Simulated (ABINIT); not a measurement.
Parameter sweep on Na (Im-3m, 1 atom in the cell)

```
Na
1.0
   -2.12338     2.12338     2.12338
    2.12338    -2.12338     2.12338
    2.12338     2.12338    -2.12338
Na
1
Direct
  0.00000   0.00000   0.00000
```

Base run A: ABINIT 10.0.3 with PBE, norm-conserving pseudopotentials (PseudoDojo nc-sr-05 PBE standard), self-consistent single point.

Its settings: pseudos = [Na.upf]; ecut = 88 Ry; ixc = 11; occopt = 7; tsmear = 0.272 eV; ngkpt = 7 7 7; nshiftk = 1; shiftk = 0 0 0; potentials = PseudoDojo nc-sr-05 PBE standard; nband = 10; kptopt = 1; nstep = 80; tolvrs = 1e-10.

The starting cell comes from a database of computed structures (which also holds hypothetical and non-ambient phases and stackings), without a prior relaxation at this level. Its lattice was rescaled by a random factor within 2.5 % of one.

Total energies depend on the potentials, the functional and any Hubbard or dispersion term, so they are compared only between runs that share all of them.

Runs:
- B: ixc: 11 → 7; potentials: PseudoDojo nc-sr-05 PBE standard → PseudoDojo nc-sr-04 LDA standard [LDA (PW92)]
- C: ixc: 11 → -116133; potentials: PseudoDojo nc-sr-05 PBE standard → PseudoDojo nc-sr-04 PBEsol standard [PBEsol]
- D: ixc: 11 → 15 [RPBE]
- E: ixc: 11 → 14 [revPBE]
- F: ixc: 11 → -106131 [BLYP]
- G: ixc: 11 → 23 [Wu-Cohen GGA]
- H: ixc: 11 → -109134 [PW91]

Question: What does run B change against A?

Answer: The pressure goes from -0.23 to -0.97 GPa.

Question: What does run D change against A?

Answer: The pressure goes from -0.23 to 0.26 GPa.

Question: What does run C change against A?

Answer: The pressure goes from -0.23 to -0.37 GPa.

| run | pressure (GPa) |
|---|---|
| A | -0.23 |
| B | -0.97 |
| C | -0.37 |
| D | 0.26 |
| E | 0.23 |
| F | -0.20 |
| G | -0.22 |
| H | -0.13 |
